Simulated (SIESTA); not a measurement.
SIESTA run on CaMg₅ (P-62m, 6 atoms in the cell): self-consistent single point.

Level of theory: GGA PBEsol, numerical atomic orbitals DZP, PseudoDojo PBEsol standard norm-conserving potentials (rewritten from UPF to PSML) (SIESTA).

```
CELL_PARAMETERS angstrom
      5.84423     0.00000     0.00000
     -2.92211     5.06125     0.00000
      0.00000     0.00000     5.17090
ATOMIC_POSITIONS crystal
  Ca 0.00000 0.00000 0.50000
  Mg 0.00000 0.60751 0.00000
  Mg 0.60751 0.00000 0.00000
  Mg 0.39249 0.39249 0.00000
  Mg 0.66667 0.33333 0.50000
  Mg 0.33333 0.66667 0.50000
```

Reference input (self-consistent single point, DFT, GGA PBEsol, numerical atomic orbitals DZP, PseudoDojo PBEsol standard norm-conserving potentials (rewritten from UPF to PSML)): XC.functional = GGA; XC.authors = PBEsol; potentials = PseudoDojo PBEsol standard; PAO.BasisSize = DZP; PAO.EnergyShift = 0.005 Ry; MeshCutoff = 400 Ry; kgrid.MonkhorstPack = 5 5 5; OccupationFunction = MP; OccupationMPOrder = 1; ElectronicTemperature = 50 meV; MaxSCFIterations = 150; SCF.Mixer.Method = Pulay. This run's input differs from it in these lines:

```diff
@@ -32,5 +32,5 @@
 %block kgrid.MonkhorstPack
-    5   0   0  0.0
-    0   5   0  0.0
-    0   0   5  0.0
+    6   0   0  0.0
+    0   6   0  0.0
+    0   0   6  0.0
 %endblock kgrid.MonkhorstPack
@@ -38,3 +38,3 @@
 OccupationMPOrder            1
-ElectronicTemperature        50.0 meV
+ElectronicTemperature        100.0 meV
```

Output (repeated stretches shortened):

```
        iscf     Eharris(eV)        E_KS(eV)     FreeEng(eV)     dDmax    Ef(eV) dHmax(eV)
   scf:    1    -9096.593529    -9115.810541    -9115.810857  1.574646 -3.330265  2.979321
   scf:    2    -9115.878560    -9115.844811    -9115.845322  0.025710 -3.339582  2.622662
   scf:    3    -9116.033035    -9115.951981    -9115.952957  0.165781 -3.410482  0.123477
   scf:    4    -9115.956668    -9115.955186    -9115.956384  0.018659 -3.408890  0.102055
   scf:    5    -9115.955045    -9115.955117    -9115.956322  0.000820 -3.409199  0.120879
   scf:    6    -9115.955546    -9115.955348    -9115.956526  0.005058 -3.408570  0.026392
   scf:    7    -9115.955382    -9115.955366    -9115.956537  0.001288 -3.408455  0.001864
   scf:    8    -9115.955354    -9115.955360    -9115.956537  0.000729 -3.408408  0.002892
   scf:    9    -9115.955372    -9115.955366    -9115.956538  0.000433 -3.408493  0.000352
   scf:   10    -9115.955365    -9115.955366    -9115.956538  0.000054 -3.408496  0.000869
SCF Convergence by DM+H criterion
max |DM_out - DM_in|         :     0.0000542914
max |H_out - H_in|      (eV) :     0.0008686836
SCF cycle converged after 10 iterations

Using DM_out to compute the final energy and forces

siesta: E_KS(eV) =            -9115.9554

siesta: E_KS - E_eggbox =     -9115.9554

siesta: Atomic forces (eV/Ang):
     1    0.000003    0.000005   -0.000000
     2   -0.068042    0.117794    0.000000
     3    0.136034   -0.000029    0.000000
     4   -0.068002   -0.117784    0.000000
     5   -0.000044    0.000036    0.000000
     6    0.000053   -0.000021   -0.000000
   Tot    0.000002    0.000001    0.000000
   Max    0.136034
   Res    0.055532    sqrt( Sum f_i^2 / 3N )
   Max    0.136034    constrained

   [... lines left out ...]
siesta: FreeEng =     -9115.956538
siesta: Cell volume =        152.950676 Ang**3
siesta:          35.44288182         33.15984763  kBar
   [... lines left out ...]
   3 10.083   1.996   1.429  -0.390   2.015   2.013   2.012   0.289   0.350
   [... 7 lines left out ...]

mulliken: Qtot =       60.000

Mulliken Atomic Populations:
Atom #   charge [q] valence [e]  Species
     1     0.880773    9.119227  Ca
     2    -0.082625   10.082625  Mg
     3    -0.082625   10.082625  Mg
     4    -0.082638   10.082638  Mg
     5    -0.316442   10.316442  Mg
     6    -0.316442   10.316442  Mg
 Total     0.000000
```

The run converged in 10 iterations. Against the reference run the free energy falls by 10.1 meV/atom, the pressure stays at 3.54 GPa and the largest force goes from 0.146 to 0.136 eV/Å.

The starting cell comes from a database of computed structures (which also holds hypothetical and non-ambient phases and stackings), without a prior relaxation at this level. Values carry the incompleteness of an atom-centred basis. With a pressure of about 4 GPa the cell is away from its equilibrium volume at this level.

Cost on one core of a shared machine: roughly 30 s.
